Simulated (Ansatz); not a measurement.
**Ta, response to strain**

Take Ta in the bcc (W type) structure (space group Im-3m, No. 229; relaxed with 0.1 eV smearing) as the base.

```
Ta
1.0
   -1.62703     1.62703     1.62703
    1.62703    -1.62703     1.62703
    1.62703     1.62703    -1.62703
Ta
1
Direct
  0.00000   0.00000   0.00000
```

Cartesian axes are those of the cell as printed.

Strains are applied to the cell and any free atomic positions relax; under biaxial strain the out-of-plane vector relaxes too.

All numbers come from Kohn–Sham DFT with the LDA functional, run in Ansatz (a quantum-chemistry and plane-wave program) with PAW and 420 eV plane waves, no spin-orbit coupling.

Candidates:
(a) biaxial strain −2.50 %, plane normal [001], relaxed out of plane
(b) biaxial strain −1.00 %, plane normal [001], relaxed out of plane
(c) biaxial strain −1.50 %, plane normal [001], relaxed out of plane
(d) biaxial strain −2.00 %, plane normal [001], relaxed out of plane
(e) biaxial strain +0.50 %, plane normal [001], relaxed out of plane

Q: Order them by out-of-plane strain, lowest first.

A: (e) biaxial strain +0.50 %, plane normal [001], relaxed out of plane (-0.58 %), (b) biaxial strain −1.00 %, plane normal [001], relaxed out of plane (+1.18 %), (c) biaxial strain −1.50 %, plane normal [001], relaxed out of plane (+1.78 %), (d) biaxial strain −2.00 %, plane normal [001], relaxed out of plane (+2.40 %), (a) biaxial strain −2.50 %, plane normal [001], relaxed out of plane (+3.04 %)

Whether these cells are dynamically stable was not tested. The final runs are not spin-polarised.
